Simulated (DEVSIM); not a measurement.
System: abrupt Ge n-p junction, at 300 K.

```
layer (left to right)  material  thickness (μm)  Nd (cm⁻³)  Na (cm⁻³)  τn (s)  τp (s)
---------------------  --------  --------------  ---------  ---------  ------  ------
1                            Ge            1.50     4.9e15          -  3.3e-5  3.3e-5
2                            Ge           0.680          -     3.5e14  3.3e-5  3.3e-5
```

Left contact: ohmic. Right contact: ohmic. Voltage is applied to the left contact. Recombination: SRH at mid-gap. Mobility is μmin + (μ − μmin)/(1 + (N/Nref)^α).

The device is made up for the run: typed textbook-type constants, with dimensions and the other settings drawn at random. Values at 300 K; Nc and Nv go as T^1.5, mobilities as T to minus their exponent, the gap by Varshni's rule with the affinity fixed. The table also holds parameters that only a changed run uses.

```tsv
parameter	Ge
gap (eV)	0.664
affinity (eV)	4
permittivity	16
Nc (cm⁻³)	1.04e19
Nv (cm⁻³)	6e18
μn (cm²/Vs)	3900
μp (cm²/Vs)	1900
μn,min	150
μp,min	100
Nref,n	2.6e17
Nref,p	4e17
αn	0.56
αp	0.6
T exponent of μn	1.66
T exponent of μp	2.33
Cn (cm⁶/s)	1e-31
Cp (cm⁶/s)	1e-31
Varshni α (eV/K)	0.000477
Varshni β (K)	235
```

DEVSIM, 1D drift-diffusion, Boltzmann statistics, complete ionisation; no tunnelling, impact ionisation, image-force lowering or self-heating.

Base results: potential step across the device at zero bias (V) 0.214; largest field in the device at zero bias (V/cm) 4600.

Question: What follows from this one change: doping Nd of layer 1 4.9e+15 → 4.9e+16 cm^-3?

Answer: potential step across the device at zero bias 0.214 → 0.274 V; largest field in the device at zero bias 4600 → 11000 V/cm.

Question: What follows from this one change: temperature 300 → 450 K?

Answer: potential step across the device at zero bias 0.214 → 0.016 V; largest field in the device at zero bias 4600 → 1600 V/cm.

Question: What follows from this one change: doping Na of layer 2 3.5e+14 → 3.5e+13 cm^-3?

Answer: potential step across the device at zero bias 0.214 → 0.161 V; largest field in the device at zero bias 4600 → 3500 V/cm.
